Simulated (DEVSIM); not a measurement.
Structure: n-channel Ge planar bulk MOSFET with SiO2, at 300 K.

| Property | Value |
|---|---|
| Gate length | 40 nm |
| Source drain length | 32 nm |
| Dielectric thickness | 1.2 nm |
| Lateral straggle | 3.1 nm |
| Underlap | 0 nm |
| Junction depth | 23.3 nm |
| Substrate depth | 174 nm |
| Gate work function | 4.14 eV |
| Source and drain doping | 8.3e19 cm⁻³, Gaussian tails under the gate |
| Body doping | 1.5e18 cm⁻³ |
| Lifetime | 3e-8 s |
| Supply | 0.6 V |
| Back or body bias | -0.5 V |

All mobilities are scaled by 0.2; velocity saturation, μ/(1 + (μE/vsat)^b)^(1/b) with b = 2 for electrons and 1 for holes and E the electric field along each mesh edge, is on. Mobility is μmin + (μ − μmin)/(1 + (N/Nref)^α).

This is a model device: material constants are rounded textbook-type values typed into the input, and sizes, dopings and lifetimes were drawn at random. Values at 300 K.

Ge: gap (eV) 0.664, affinity (eV) 4, permittivity 16, Nc (cm⁻³) 1.04e19, Nv (cm⁻³) 6e18, μn (cm²/Vs) 3900, μp (cm²/Vs) 1900, μn,min 150, μp,min 100, Nref,n 2.6e17, Nref,p 4e17, αn 0.56, αp 0.6, vsat,n (cm/s) 6.5e6, vsat,p (cm/s) 6e6. SiO2: gap (eV) 9, affinity (eV) 0.9, permittivity 3.9.

Simulated with DEVSIM: 2D drift-diffusion, Boltzmann statistics, complete ionisation; no quantum confinement, tunnelling, impact ionisation, self-heating, contact resistance or fringe fields beside the gate. Metal contacts follow the ideal Schottky-Mott rule: no Fermi-level pinning, no interface dipoles.

Transfer curves, |Id| in μA/μm:

| Vg (V) | Vd = 0.05 V | Vd = 0.6 V |
|---|---|---|
| -0.18 | 0.0003446 | 0.008935 |
| -0.15 | 0.0006930 | 0.01631 |
| -0.12 | 0.001408 | 0.03021 |
| -0.09 | 0.002890 | 0.05670 |
| -0.06 | 0.005977 | 0.1077 |
| -0.03 | 0.01244 | 0.2066 |
| 0 | 0.02604 | 0.3993 |
| 0.03 | 0.05466 | 0.7749 |
| 0.06 | 0.1149 | 1.502 |
| 0.09 | 0.2412 | 2.885 |
| 0.12 | 0.5038 | 5.434 |
| 0.15 | 1.041 | 9.900 |
| 0.18 | 2.107 | 17.20 |
| 0.21 | 4.125 | 28.16 |
| 0.24 | 7.676 | 43.24 |
| 0.27 | 13.35 | 62.40 |
| 0.3 | 21.45 | 85.26 |
| 0.33 | 31.86 | 111.3 |
| 0.36 | 44.06 | 139.9 |
| 0.39 | 57.41 | 170.8 |
| 0.42 | 71.36 | 203.4 |
| 0.45 | 85.46 | 237.5 |
| 0.48 | 99.40 | 273.0 |
| 0.51 | 113.0 | 309.5 |
| 0.54 | 126.2 | 347.0 |
| 0.57 | 138.9 | 385.3 |
| 0.6 | 151.0 | 424.3 |

**Question.** Work out the subthreshold swing at low drain bias from the rows at 0.03 and 0.06 V, and compare it with the thermal limit.

**Answer.** log10(0.1149/0.05466) = 0.323 over 30.0 mV, so S = 93.0 mV/decade. The limit kT/q ln 10 is 59.5 mV/decade; the ratio is 1.56. This is the steepest step of the table.

**Question.** Find both thresholds at the constant current 0.1 μA × (1 μm/L) a micrometre, and the DIBL.

**Answer.** The current is 2.50 μA/μm. Interpolating ln Id gives 0.188 V and 0.083 V; their difference over the 0.55 V of drain bias is 190 mV/V.

Source and drain are degenerate, where Boltzmann statistics are only rough. The electric field that drives the saturation includes the junctions' built-in field, which lowers the mobility there even at small currents: subthreshold currents come out too low, a known weakness of this choice.
